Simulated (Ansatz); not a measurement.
Density of states of SnS₂ (P-3m1) below the valence band maximum, PBEsol+D3BJ with spin-orbit coupling, rigid bands run with Ansatz (a first-principles code); cell volume 63.5 Å³.

(energy from edge (eV), 10⁻³ states/eV/cell): (0.006, 298); (0.031, 293); (0.056, 323); (0.081, 356); (0.106, 391); (0.131, 428); (0.156, 468); (0.181, 512); (0.206, 562); (0.231, 618); (0.256, 685); (0.281, 760); (0.319, 898); (0.344, 1020); (0.369, 1270); (0.394, 1680); (0.419, 2020); (0.444, 2450); (0.469, 3740); (0.494, 3830); (0.519, 3890); (0.544, 3930); (0.569, 3870); (0.594, 3820)

**Question.** What effective density of states at 300 K does this give (∫ g(E) exp(−E/k_BT) dE, both spins, divided by the cell's size)?

**Answer.** 1.3e20 cm⁻³, a density-of-states mass of 2.9 mₑ, valleys and band degeneracy included.

Geometry: cell and atoms relaxed with PBEsol+D3(BJ).

PBEsol with a dispersion correction tends to overbind, so the cell can be several per cent short, in bad cases over ten, which usually narrows a gap: SnS2 (P-3m1).
